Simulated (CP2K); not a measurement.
A self-consistent single point of NiO₂ (P1, 3 atoms in the cell) with CP2K.

Method of the run: LDA (Pade form), GPW, DZVP-MOLOPT-SR-GTH basis, GTH-PADE potentials (GTH_POTENTIALS) (CP2K 2026.2).

The change in words: atoms moved at random. Reference geometry:
```xyz
3
Lattice="2.7299 0.0000 0.0000 -1.3650 2.3642 0.0000 0.0000 0.0000 4.5047" Properties=species:S:1:pos:R:3 pbc="T T T"
Ni     0.0000     0.0000     2.2523
O      1.3650     0.7881     3.1805
O      0.0000     1.5761     1.3242
```

Reference input (self-consistent single point, DFT LDA (Pade form), GPW, DZVP-MOLOPT-SR-GTH basis, GTH-PADE potentials (GTH_POTENTIALS)): CUTOFF = 600 Ry; REL_CUTOFF = 40 Ry; KPOINTS/SCHEME = MONKHORST-PACK 11 11 6; GAMMA_CENTERED = T; XC_FUNCTIONAL = PADE; Ni/BASIS_SET = DZVP-MOLOPT-SR-GTH-q18; Ni/POTENTIAL = GTH-PADE-q18; O/BASIS_SET = DZVP-MOLOPT-SR-GTH-q6; O/POTENTIAL = GTH-PADE-q6; METHOD = GPW; EPS_DEFAULT = 1e-10; NGRIDS = 5. This run's input differs from it in these lines:

```diff
@@ -67,5 +67,5 @@
       SCALED
-      Ni       0.00000000     0.00000000     0.50000000
-      O        0.66666700     0.33333300     0.70604000
-      O        0.33333300     0.66666700     0.29396000
+      Ni      -0.01249300    -0.00696000     0.50437100
+      O        0.67893500     0.33932200     0.70612900
+      O        0.33355800     0.66763800     0.28950000
     &END COORD
```

Output (repeated stretches shortened):

```
 SCF WAVEFUNCTION OPTIMIZATION

  Step     Update method      Time    Convergence         Total energy    Change
     1 NoMix/Diag. 0.40E+00      -     1.80004991      -201.7045155997 -2.02E+02
     2 Broy./Diag. 0.40E+00      -     0.24616706      -201.3714632150  3.33E-01
     3 Broy./Diag. 0.40E+00      -     0.11140817      -199.3214006881  2.05E+00
     4 Broy./Diag. 0.40E+00      -     0.05255756      -201.4138663482 -2.09E+00
     5 Broy./Diag. 0.40E+00      -     0.00568866      -201.3123793360  1.01E-01
     6 Broy./Diag. 0.40E+00      -     0.00341943      -201.2491564885  6.32E-02
   [... 9 lines left out ...]
    16 Broy./Diag. 0.40E+00      -     0.00000106      -201.2115576210 -2.10E-06
    17 Broy./Diag. 0.40E+00      -     0.00000035      -201.2115582842 -6.63E-07
    18 Broy./Diag. 0.40E+00      -     0.00000020      -201.2115578858  3.98E-07
    19 Broy./Diag. 0.40E+00      -     0.00000007      -201.2115574403  4.46E-07
  *** SCF run converged in    19 steps ***

  Overlap energy of the core charge distribution:               0.00000000000021
  Self energy of the core charge distribution:               -343.16306392702791
  Core Hamiltonian energy:                                     96.29753165778739
  Hartree energy:                                              69.12199851592185
  Exchange-correlation energy:                                -23.46802368701579

  Total energy:                                              -201.21155744033425

 ENERGY| Total FORCE_EVAL ( QS ) energy [hartree]           -201.211557459428036

 FORCES| Atomic forces [hartree/bohr]
 FORCES|   Atom     x               y               z               |f|
 FORCES|      1  2.07210942E-02  1.37793743E-02 -2.12663812E-02   3.27336810E-02
   [... lines left out ...]

 STRESS| Analytical stress tensor [bar]
 STRESS|                        x                   y                   z
 STRESS|      x        5.44171012004E+04  -1.07292295410E+04  -2.13070041799E+04
 STRESS|      y       -1.07292295410E+04   6.56090649164E+04  -1.03459369823E+04
 STRESS|      z       -2.13070041799E+04  -1.03459369823E+04  -4.93662786519E+03
 STRESS| 1/3 Trace                                             3.83631794172E+04
```

The run converged in 19 iterations. Against the reference run the free energy rises by 14.2 meV/atom, the pressure goes from 4.99 to 3.84 GPa, the largest force goes from 0.383 to 1.683 eV/Å and the gap on the mesh goes from 0.890 to 0.857 eV.

The starting cell comes from a database of computed structures (which also holds hypothetical and non-ambient phases and stackings), without a prior relaxation at this level. Its lattice was rescaled by a random factor within 2.5 % of one. For this run, on top of that: atoms moved at random. Values carry the incompleteness of an atom-centred basis. With a pressure of about 4 GPa the cell is away from its equilibrium volume at this level. Forces in this geometry exceed 1 eV/Å.

Cost on one core of a shared machine: roughly 2 min.
